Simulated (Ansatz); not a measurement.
## Electron-phonon data for LuZn (Pm-3m)

Input:

```yaml
crystal:
  lattice:
    - [3.43176, 0.00000, 0.00000]
    - [0.00000, 3.43176, 0.00000]
    - [0.00000, 0.00000, 3.43176]
  atoms:
    - { symbol: Lu, position: [0.00000, 0.00000, 0.00000] }
    - { symbol: Zn, position: [0.50000, 0.50000, 0.50000] }
```

These are PBEsol, DFPT electron-phonon coupling, linearised Boltzmann equation (plane waves, PAW, scalar-relativistic; Ansatz, an electronic-structure program) values and carry that method's errors. How the cell was made: relaxed with this functional, without spin-orbit coupling.

* **resistivity at 300 K**: 30 μΩ·cm
* **resistivity at 77 K**: 5.4 μΩ·cm
* **electron mean free path at 300 K (weighted by the current that each state carries)**: 3.9 nm
* **electron-phonon coupling λ**: 0.45
* **transport coupling λ_tr**: 0.57
* **logarithmic mean phonon energy**: 11.9 meV
* **density of states at the Fermi level**: 0.85 states/(eV·spin·cell)

A metal at this level (no band gap). Only scattering by harmonic phonons is included (no impurities, grain boundaries, electron-electron scattering or thermal expansion). Spin-orbit coupling is left out, which matters with elements this heavy. Halving the electron mesh (24x24x24) moves the resistivity by up to 8 % at 300 K, the mean free path by up to 6 %, the coupling by up to 3 %. Smearing 0.20 eV; phonons on a 4x4x4 q mesh, which this run doesn't test and which matters most at low temperature.

Formula and space group known from diffraction (Crystallography Open Database), not checked to be the room-temperature form: LuZn (Pm-3m).
